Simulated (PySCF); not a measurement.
PySCF 2.14.0, TPSSH/def2-svpd, df: Mo(O)(S)(NH2)2 ([NH2][Mo]([NH2])(=[O])=[S]), 9 atoms. The geometry is a generated start, not checked to be a minimum at this level.

| Quantity | Result |
|---|---|
| task | energy |
| method | tpssh |
| basis | def2-svpd |
| two-electron scheme | density fitting |
| mol.max_memory | 3000 MB |
| mf.max_cycle | 100 |
| mf.init_guess | minao (default) |
| mf.DIIS | CDIIS (default) |
| mf.diis_space | 8 (default) |
| mf.conv_tol | 1e-09 (default) |
| mf.grids.level | 3 (default) |
| effective core potentials | those of the basis set, past Kr |
| basis functions | 156 |
| grid points | 122440 |

```xyz
9

Mo     0.6301    -0.1473     0.0312
O      1.7564    -0.3381    -1.1500
S      1.2984    -0.4366     2.0513
N     -0.0706     1.6255    -0.0244
H     -0.4098     2.1693     0.7734
H     -0.0702     2.2369    -0.8418
N     -0.7715    -1.4139    -0.2258
H     -0.9767    -1.8928    -1.1034
H     -1.3859    -1.8030     0.4896
```

Charge 0 and multiplicity 1 are set for this test and not shown to be the ground state.

One run each on 2 threads, 1 BLAS thread. Values of level_shift (Hartree) tried: 0 (default), 0.1, 0.3, 1.

Q: Which value of level_shift (Hartree) needs the fewest Fock builds, and what happens away from it?

A: Fewest Fock builds, within one of each other: 0 (default) with 16, 0.1 with 15. The count rises to 54 at 1. All converge to one solution.

```tsv
level_shift (Hartree)	Fock builds	end
0 (default)	16	same solution
0.1	15	same solution
0.3	19	same solution
1	54	same solution
```
